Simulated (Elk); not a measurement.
A self-consistent single point of Cu3Au (Pm-3m, 4 atoms in the cell) with Elk.

Level of theory: PBE, spin-orbit coupling in second variation, all-electron FP-LAPW, Elk's shipped species files, default APW+lo basis (Elk).

```xyz
4
Lattice="3.8071 0.0000 0.0000 0.0000 3.8071 0.0000 0.0000 0.0000 3.8071" Properties=species:S:1:pos:R:3 pbc="T T T"
Cu     0.0000     1.9036     1.9036
Cu     1.9036     0.0000     1.9036
Cu     1.9036     1.9036     0.0000
Au     0.0000     0.0000     0.0000
```

Reference input (self-consistent single point, DFT, PBE, all-electron FP-LAPW, Elk's shipped species files, default APW+lo basis): xctype = 20; rgkmax = 7; stype = 0; swidth = 0.00999582 Ha; ngridk = 9 9 9; rmtscf = 0.92. This run's input differs from it in these lines:

```diff
@@ -6,2 +6,5 @@
 
+spinorb
+  .true.
+
 rgkmax
@@ -11,2 +14,8 @@
   0.92
+
+lmaxi
+  3
+
+nempty
+  10
```

Output, abridged:

```
│ Self-consistent loop started │
│ Loop number : 1 │
 total energy                :     -23969.5086459
 total moment                :  -0.2454162801E-22  0.2638367475E-22  0.4863686476E-21
│ Loop number : 2 │
 total energy                :     -23971.6872098
 total moment                :   0.3791385024E-22 -0.1114962473E-23 -0.1449328779E-21
RMS change in Kohn-Sham potential (target) :   0.2443694376     (  0.1000000000E-05)
Absolute change in total energy (target)   :    2.178563890     (  0.1000000000E-03)
│ Loop number : 3 │
 total energy                :     -23975.5137905
   [... lines left out ...]
 total energy                :     -24013.3385200
 total moment                :   0.2576608147E-22 -0.3973263001E-22  0.1745497683E-22
RMS change in Kohn-Sham potential (target) :   0.2072247810E-06 (  0.1000000000E-05)
Absolute change in total energy (target)   :   0.1874593327E-03 (  0.1000000000E-03)
│ Loop number : 17 │
 total energy                :     -24013.3385004
 total moment                :  -0.3138936954E-22  0.3656144224E-25 -0.7456953670E-23
RMS change in Kohn-Sham potential (target) :   0.1105334007E-06 (  0.1000000000E-05)
Absolute change in total energy (target)   :   0.6642216613E-04 (  0.1000000000E-03)
Convergence targets achieved

│ Loop number : 18 │

Energies :
 Fermi                       :     0.266409091396
 xc effective B-field        :    -0.263164417749E-08
 external B-field            :      0.00000000000
 total energy                :     -24013.3384775
 (external B-field energy excluded from total)

Density of states at Fermi energy :    27.54678289
 (states/Hartree/unit cell)

Estimated indirect band gap :   0.7483465001E-02
 from k-point     25 to k-point     13
Estimated direct band gap   :   0.9869821573E-02
 at k-point     23

Charges :
 core                        :    84.00000000
 valence                     :    82.00000000
 interstitial                :    5.012849715
 muffin-tins (core leakage)
  species :    1 (Cu)
   atom    1                 :    27.75181952     (  0.4680422267E-03)
   [... lines left out ...]
   atom    3                 :   0.5389129966E-23 -0.3388545257E-22 -0.1668231113E-22
  species :    2 (Au)
   atom    1                 :  -0.1501639163E-25 -0.7076300184E-22  0.9159946996E-22
 total in muffin-tins        :  -0.1669732752E-22 -0.8257701332E-22  0.7491715883E-22
 total moment                :  -0.3147128944E-22 -0.8710569158E-22  0.8032255114E-22

│ Self-consistent loop stopped │
```

The run converged in 18 iterations. The count includes the last loop, which Elk runs after its targets are met. 

The starting cell comes from a database of computed structures (which also holds hypothetical and non-ambient phases and stackings), without a prior relaxation at this level. Its lattice was rescaled by a random factor within 2.5 % of one. Values depend on the basis (sphere radii, cutoffs, local orbitals), which need not be converged. The log's line on a gap gives a spacing of levels on this mesh, which the program prints for metals too.

Cost on one core of a shared machine: roughly 3 min.
